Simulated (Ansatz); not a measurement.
The starting structures come from a database of crystals and need not be the phases stable at ambient conditions.

Data:

```yaml
crystal:
  lattice:
    - [4.11412, 0.00000, 0.00000]
    - [0.00000, 4.52716, 0.00000]
    - [0.00000, 0.00000, 5.08125]
  atoms:
    - { symbol: Si, position: [0.50000, 0.75000, 0.34769] }
    - { symbol: Si, position: [0.50000, 0.25000, 0.65231] }
    - { symbol: Si, position: [0.00000, 0.25000, 0.15231] }
    - { symbol: Si, position: [0.00000, 0.75000, 0.84769] }
    - { symbol: O, position: [0.73090, 0.57997, 0.61758] }
    - { symbol: O, position: [0.26910, 0.42003, 0.38242] }
    - { symbol: O, position: [0.76910, 0.07997, 0.88242] }
    - { symbol: O, position: [0.23090, 0.92003, 0.11758] }
    - { symbol: O, position: [0.23090, 0.42003, 0.88242] }
    - { symbol: O, position: [0.76910, 0.57997, 0.11758] }
    - { symbol: O, position: [0.26910, 0.92003, 0.61758] }
    - { symbol: O, position: [0.73090, 0.07997, 0.38242] }
```

Space group of this cell: Pbcn. The cell is taken as given; by r2SCAN its mean pressure is -9.7 GPa.

All values below come from r2SCAN (plane waves, PAW; Ansatz, a quantum-chemistry and plane-wave program).

The current runs along the normal of the first two printed vectors; no spin-orbit coupling. Scaled by the factor s: both lengths across the current (ions clamped). Meshes 8×8×6 and 8×8 across the current in all rows.

```
s     mean pressure (GPa)  slowest mid-gap decay constant κ (1/Å)
----  -------------------  --------------------------------------
0.98                  4.0                                       ?
1.00                 -9.7                                   0.397
1.02                -20.8                                   0.367
```

**Question.** Take the slope of the slowest mid-gap decay constant κ against ln s from the two given rows, extrapolate to s = 0.98, and say what the run there gives.

**Answer.** Slope = (0.367 − 0.397) / ln 1.02 = -1.51 1/Å. The line gives 0.397 + (-1.51) × ln 0.98 = 0.428 1/Å. The run gives 0.427 1/Å, 0.001 1/Å under the line, 2 % of the predicted step.
